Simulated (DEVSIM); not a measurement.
**abrupt Si p-n junction**

System: abrupt Si p-n junction, at 450 K.

```csv
layer (left to right),material,thickness (μm),Nd (cm⁻³),Na (cm⁻³),τn (s),τp (s)
1,Si,15.0,-,8.7e17,3.6e-5,3.6e-5
2,Si,5.00,2.3e16,-,3.6e-5,3.6e-5
```

Left contact: ohmic. Right contact: ohmic. Voltage is applied to the left contact. Recombination: SRH at mid-gap. Gap narrowing is on: ΔEg = 6.92 meV × (l + √(l² + 0.5)), l = ln(N/1.3e17 cm⁻³), shared equally by both band edges. Mobility is constant in doping.

This is a model device: material constants are rounded textbook-type values typed into the input, and sizes, dopings and lifetimes were drawn at random. Values at 300 K; Nc and Nv go as T^1.5, mobilities as T to minus their exponent, the gap by Varshni's rule with the affinity fixed.

| parameter | Si |
|---|---|
| gap (eV) | 1.124 |
| affinity (eV) | 4.05 |
| permittivity | 11.7 |
| Nc (cm⁻³) | 2.86e19 |
| Nv (cm⁻³) | 3.1e19 |
| μn (cm²/Vs) | 1417 |
| μp (cm²/Vs) | 470 |
| T exponent of μn | 2.3 |
| T exponent of μp | 2.2 |
| Varshni α (eV/K) | 0.000473 |
| Varshni β (K) | 636 |

Model (solved in DEVSIM): 1D drift-diffusion, Boltzmann statistics, complete ionisation; no tunnelling, impact ionisation, image-force lowering or self-heating.

- Potential step across the device at zero bias = 0.605 V
- Largest field in the device at zero bias = 76000 V/cm
- Dark forward voltage at 1 A/cm² = 0.320 V
- Dark forward voltage at 100 A/cm² = 0.523 V

Small-signal capacitance in reverse bias (quasi-static):

```csv
V (V),C (nF/cm²)
-0.1,55.6
-0.25,49.5
-0.5,42.8
-0.75,38.3
-1,34.9
-1.5,30.3
-2,27.1
-2.5,24.8
-3.25,22.2
-4,20.3
-5,18.3
```

Dark reverse current:

| V (V) | J (A/cm²) |
|---|---|
| -0.10 | -0.00025 |
| -0.25 | -0.00027 |
| -0.50 | -0.00027 |
| -0.75 | -0.00028 |
| -1.00 | -0.00028 |
| -1.50 | -0.00028 |
| -2.00 | -0.00028 |
| -2.50 | -0.00029 |
| -3.25 | -0.00029 |
| -4.00 | -0.00029 |
| -5.00 | -0.00030 |
